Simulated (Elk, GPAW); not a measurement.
An Elk input for a self-consistent single point of GaSb (F-43m, 2 atoms in the cell) (DFT, PBE, all-electron FP-LAPW, Elk's shipped species files, APW+lo basis with extra local orbitals):

```
tasks
  0

xctype
  20

rgkmax
  8.0

gmaxvr
  14.0

nxlo
  2

lorbcnd
  .true.

rmtscf
  0.97

lmaxi
  2

stype
  0

swidth
  0.00367493

maxscl
  100

avec
    0.0000000000    5.8186670487    5.8186670487
    5.8186670487    0.0000000000    5.8186670487
    5.8186670487    5.8186670487    0.0000000000

atoms
  2
  'Ga.in'
  1
  0.0000000000  0.0000000000  0.0000000000    0.0 0.0 0.0
  'Sb.in'
  1
  0.7500000000  0.7500000000  0.7500000000    0.0 0.0 0.0

ngridk
  9 9 9
```

Question: Write the same calculation as an input for GPAW.

Answer: This is the input that was run; spellings and numerical settings could be chosen otherwise.

```python
from ase import Atoms
from ase.units import GPa
from gpaw import GPAW, PW

atoms = Atoms(['Ga', 'Sb'],
              cell=[[0.000000, 3.079106, 3.079106],
                    [3.079106, 0.000000, 3.079106],
                    [3.079106, 3.079106, 0.000000]],
              scaled_positions=[[0.000000, 0.000000, 0.000000],
                                [0.750000, 0.750000, 0.750000]],
              pbc=True)

calc = GPAW(mode=PW(550),
            xc='PBE',
            kpts=(9, 9, 9),
            occupations={'name': 'methfessel-paxton', 'width': 0.1, 'order': 0},
            nbands=-10,
            convergence={'density': 1e-05, 'energy': 1e-05},
            symmetry={'symmorphic': False, 'tolerance': 0.0005},
            maxiter=150,
            txt='-')

atoms.calc = calc

energy = atoms.get_potential_energy()
print('Energy (eV):', round(energy, 6))
forces = atoms.get_forces()
print('Forces (eV/Ang):')
print(forces.round(5))
stress = atoms.get_stress()
print('Stress (GPa, Voigt):', (stress / GPa).round(4))
```

Basis, cutoffs, solver keys and any potentials are the target program's own. This input uses DFT PBE, plane waves, GPAW PAW datasets PBE (gpaw-data 1.0.1).

The starting cell comes from a database of computed structures (which also holds hypothetical and non-ambient phases and stackings), without a prior relaxation at this level. Its lattice was rescaled by a random factor within 2.5 % of one. For this run, on top of that: lattice scaled by 0.98.
